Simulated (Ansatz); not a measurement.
Consider MgTe in the zinc blende structure (space group F-43m, No. 216; a = 6.368 Å). Axes: x, y, z lie along the cube axes.

Level of theory: LDA (Ansatz, a program for electronic structure; PAW; 420 eV plane waves; without spin-orbit coupling).

Before the change:

Band gap: 2.38 eV
Valence-band top at Γ: 0.00, 0.00, 0.00 eV

One thing is altered: uniaxial strain ε_zz = −2.50 %, all other strain components held at zero, atoms relaxed at fixed cell.

Q: What happens to the hole mass, energy relative to the base, band gap and valence-band top at Γ?

A: The hole mass amounts to 0.19 mₑ along z, 0.81 mₑ across (at Γ); the energy grows by 3.1 meV/atom; the band gap grows by 0.07 eV to 2.45 eV; the valence-band top at Γ (three highest levels, from the VBM) changes from 0.00, 0.00, 0.00 eV to 0.00, -0.07, -0.07 eV.

Spin-orbit coupling, missing from the scalar runs, can matter with Te. Masses are band curvatures over ±0.01 Å⁻¹ around the edge. No phonon test of stability was made.
